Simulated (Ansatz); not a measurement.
One thermal frame of composition TiSi, cell Ti24Si24, held well above this temperature first [in the run: it was liquid; mean temperature 2143 K (target 2000 K); density 3.65 g/cm³], 2000 K, computed in Ansatz (plane waves, PAW) at several levels on the same positions and k-sampling (2x2x2 mesh shifted by half a step); no spin polarisation or spin-orbit coupling.

The frame comes from MD with PBE. The base level is PBE (cutoff 420 eV), whose static pressure on this k-sampling is 0.1 GPa. On the run's last frame a denser k-mesh moved the forces by 0.007 eV/Å rms, the static pressure by 0.00 GPa and the free energy by 0 meV/atom, which is about how far such values are converged. That check is the base level's. Differences between levels on one k-sampling err less than the absolute values. Cutoffs of the other levels: 500 eV for r2SCAN, the files' default (420 eV for most) otherwise. Volume per atom 17.29 Å³.

```json
[
 {"level": "PBE", "static pressure less the base's (GPa)": "0", "rms force change from the base (eV/Å)": "0", "cost": "(base)"},
 {"level": "r2SCAN", "static pressure less the base's (GPa)": "___", "rms force change from the base (eV/Å)": "___", "cost": "(not compared)"}
]
```

### Question
What belongs in the gaps?

### Answer

- r2SCAN, static pressure less the base's (GPa): -1.2
- r2SCAN, rms force change from the base (eV/Å): 0.06

Ansatz is a first-principles code.
